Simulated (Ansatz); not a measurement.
The parent structure is HgTe in the zinc blende structure (space group F-43m, No. 216; a = 6.6509 Å).

Level of theory: PBE, PAW, 420 eV (Ansatz, an electronic-structure program; no spin-orbit coupling).

For the base:

Pressure: 0.0 GPa

Modification: the cell is scaled by 0.9405 in all directions; the atoms relax in the strained cell.

**Question.** What happens to the energy relative to the base?

**Answer.** The energy increases by 162 meV/atom.

**Question.** Predict the new pressure.

**Answer.** The pressure goes from zero to 10.1 GPa.

The mesh was chosen for an insulator and is coarse for the gapless case. Stability against distortions was not tested. The final runs are not spin-polarised.
